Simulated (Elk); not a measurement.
Input and output of a self-consistent single point for HgS (F-43m, 2 atoms in the cell) (Elk).

Method: PBE, all-electron FP-LAPW, Elk's shipped species files, APW+lo basis with extra local orbitals (Elk).

The change in words: lattice scaled by 0.98. Reference geometry:
```
HgS
1.0
    0.00000     2.92500     2.92500
    2.92500     0.00000     2.92500
    2.92500     2.92500     0.00000
Hg S
1 1
Direct
  0.00000   0.00000   0.00000
  0.25000   0.25000   0.25000
```

Reference input (self-consistent single point, DFT, PBE, all-electron FP-LAPW, Elk's shipped species files, APW+lo basis with extra local orbitals): xctype = 20; rgkmax = 7.5; swidth = 0.000367493 Ha; ngridk = 5 5 5; tforce = true; gmaxvr = 18 1/bohr; lmaxapw = 10; lmaxo = 8; nxlo = 2; lorbcnd = true; lradstp = 2; nrmtscf = 2. This run's input differs from it in these lines:

```diff
@@ -46,3 +46,3 @@
 scale
-  7.81699322
+  7.660653356
```

Output, abridged:

```
│ Self-consistent loop started │
│ Loop number : 1 │
 total energy                :     -20059.4800494
│ Loop number : 2 │
 total energy                :     -20059.7876230
RMS change in Kohn-Sham potential (target) :   0.2596354519     (  0.1000000000E-05)
Absolute change in total energy (target)   :   0.3075736050     (  0.1000000000E-03)
│ Loop number : 3 │
 total energy                :     -20059.7340159
RMS change in Kohn-Sham potential (target) :   0.2486985265     (  0.1000000000E-05)
Absolute change in total energy (target)   :   0.2328636853E-01 (  0.1000000000E-03)
│ Loop number : 4 │
   [... lines left out ...]
Absolute change in total energy (target)   :   0.4209900399E-03 (  0.1000000000E-03)
│ Loop number : 14 │
 total energy                :     -20061.0807646
RMS change in Kohn-Sham potential (target) :   0.4318350401E-07 (  0.1000000000E-05)
Absolute change in total energy (target)   :   0.1513468233E-03 (  0.1000000000E-03)
│ Loop number : 15 │
 total energy                :     -20061.0807715
RMS change in Kohn-Sham potential (target) :   0.2125529586E-07 (  0.1000000000E-05)
Absolute change in total energy (target)   :   0.3091992403E-04 (  0.1000000000E-03)
Convergence targets achieved

│ Loop number : 16 │

Energies :
 Fermi                       :     0.192405584926
 total energy                :     -20061.0807744

Density of states at Fermi energy :    29.02549627
 (states/Hartree/unit cell)

Estimated indirect band gap :   0.4597764805E-01
 from k-point      1 to k-point      5
Estimated direct band gap   :   0.6060055448E-01
 at k-point      5

Charges :
 core                        :    72.00000000
 valence                     :    24.00000000
 interstitial                :    3.813132199
 muffin-tins (core leakage)
  species :    1 (Hg)
   atom    1                 :    78.35392809     (  0.3515760947E-03)
  species :    2 (S)
   atom    1                 :    13.83293972     (  0.3028317017E-03)
 total in muffin-tins        :    92.18686780
   [... lines left out ...]
   total force               :    -0.00000000   -0.00000000    0.00000000
   total magnitude           :     0.00000000
 species :    2 (S)
  atom :    1
   Hellmann-Feynman          :     0.00000000    0.00000000    0.00000000
   IBS                       :    -0.00000000    0.00000000   -0.00000000
   total force               :     0.00000000    0.00000000   -0.00000000
   total magnitude           :     0.00000000
```

The run converged in 16 iterations. The count includes the last loop, which Elk runs after its targets are met. Against the reference run the free energy goes up by 71.5 meV/atom.

The starting cell has typed, rounded lattice constants, without a prior relaxation at this level. For this run, on top of that: lattice scaled by 0.98. Spin-orbit coupling is off. Values depend on the basis (sphere radii, cutoffs, local orbitals), which need not be converged. The run gives no clean gap (levels at the Fermi energy touch, overlap or are partly filled at this smearing), which alone does not show that the compound is a metal. The log's line on a gap gives a spacing of levels on this mesh, which the program prints for metals too.

Cost on one core of a shared machine: roughly 40 s.
